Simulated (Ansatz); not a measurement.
**Re2C (P6_3/mmc): resistivity and electron-phonon coupling**

Given:

```
Re2C
1.0
    2.83464     0.00000     0.00000
   -1.41732     2.45487     0.00000
    0.00000     0.00000     9.82220
Re C
4 2
Direct
  0.33333   0.66667   0.60837
  0.66667   0.33333   0.39163
  0.66667   0.33333   0.10837
  0.33333   0.66667   0.89163
  0.33333   0.66667   0.25000
  0.66667   0.33333   0.75000
```

The numbers are results of PBEsol, DFPT electron-phonon coupling, linearised Boltzmann equation (plane waves, PAW, scalar-relativistic; Ansatz, a program for electronic structure), not measurements. Geometry: relaxed with this functional, without spin-orbit coupling.

The resistivity at 300 K comes out as 10.6 (x), 10.6 (y), 4.1 (z) μΩ·cm and the electron mean free path at 300 K (weighted by the current that each state carries) is 15.3 (x), 15.3 (y), 16.9 (z) nm. The electron-phonon coupling λ comes out as 0.24. The transport coupling λ_tr is 0.27, the logarithmic mean phonon energy is 31 meV and the density of states at the Fermi level is 0.72 states/(eV·spin·cell).

A metal at this level (no band gap). Only scattering by harmonic phonons is included (no impurities, grain boundaries, electron-electron scattering or thermal expansion). Spin-orbit coupling is left out, which matters with elements this heavy. The self-energy correction of the phonons between q points moved λ by about 2 %. Halving the electron mesh (32x32x8) moves the resistivity by up to 4 % at 300 K, the mean free path by up to 8 %, the coupling by up to 5 %. Smearing 0.20 eV; phonons on a 6x6x2 q mesh, which this run doesn't test and which matters most at low temperature.

Computed structure with no diffraction record at hand here (it may be known, metastable or hypothetical): Re2C (P6_3/mmc).
